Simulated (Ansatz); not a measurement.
Start from CaO in the rock salt structure (space group Fm-3m, No. 225; a = 4.831 Å).

Method: Kohn–Sham DFT with the PBE functional, run in Ansatz (a program for electronic structure) with PAW and 420 eV plane waves, no spin-orbit coupling.

Base values:

```
Quantity                                Value
-------------------  ------------------------
Gap character                 indirect, Γ → X
Hole mass            0.35, 2.9, 2.9 mₑ (at Γ)
Lattice parameter a                   4.831 Å
```

It is then changed as follows: cell and atoms relaxed at a pressure of 18 GPa.

**Question.** What does the calculation give for the gap character after the change?

**Answer.** The gap character is still indirect, Γ → X.

**Question.** What happens to the hole mass?

**Answer.** The hole mass (degenerate bands, along [100]) goes from 0.35, 2.9, 2.9 mₑ (at Γ) to 0.34, 2.8, 2.8 mₑ (at Γ).

**Question.** What happens to the lattice parameter a?

**Answer.** The lattice parameter a decreases by 0.203 Å, from 4.831 Å to 4.628 Å.

Load acts through the strain it causes; cell and atoms are relaxed under it. Effective masses come from finite differences of ±0.01 Å⁻¹. Whether these cells are dynamically stable was not tested. Competing high-pressure phases were not computed.
